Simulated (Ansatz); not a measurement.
The starting structures come from a database of crystals and need not be the phases stable at ambient conditions.

 Where the default PAW files enter, the runs use the earlier of Ansatz's two default sets.

By PBEsol, the system below comes out a metal.

Given:

```xyz
2
Lattice="3.3545 0.0000 0.0000 -1.6773 2.9051 0.0000 0.0000 0.0000 5.4702" Properties=species:S:1:pos:R:3 pbc="T T T"
Sb     0.0000     1.9367     1.3675
Sb     1.6773     0.9684     4.1026
```

Space group of this cell: P6_3/mmc, hcp (Mg type). The cell is taken as given; by PBEsol its mean pressure is -1.3 GPa.

These are PBEsol (plane waves, PAW; Ansatz, a first-principles code) values and carry that method's errors.

The current runs along the normal of the first two printed vectors; no spin-orbit coupling. Scaled by the factor s: all lengths (ions clamped). The meshes follow the cell: 24×24×12 and 36×36 across at s = 0.98, 24×24×12 and 36×36 across at s = 1.00, 24×24×10 and 36×36 across at s = 1.02.

```
s     mean pressure (GPa)  ballistic conductance per area (both spins) (× 10¹⁵ S/m²)
----  -------------------  ---------------------------------------------------------
0.98                  3.0                                                          ?
1.00                 -1.3                                                       1.19
1.02                 -4.5                                                       1.09
```

Task: Take the slope of the ballistic conductance per area (both spins) against ln s from the two given rows, extrapolate to s = 0.98, and say what the run there gives.

Result: Slope = (1.09 − 1.19) / ln 1.02 = -5.05 × 10¹⁵ S/m². The line gives 1.19 + (-5.05) × ln 0.98 = 1.29 × 10¹⁵ S/m². The run gives 1.25 × 10¹⁵ S/m², 0.04 × 10¹⁵ S/m² under the line, 41 % of the predicted step.
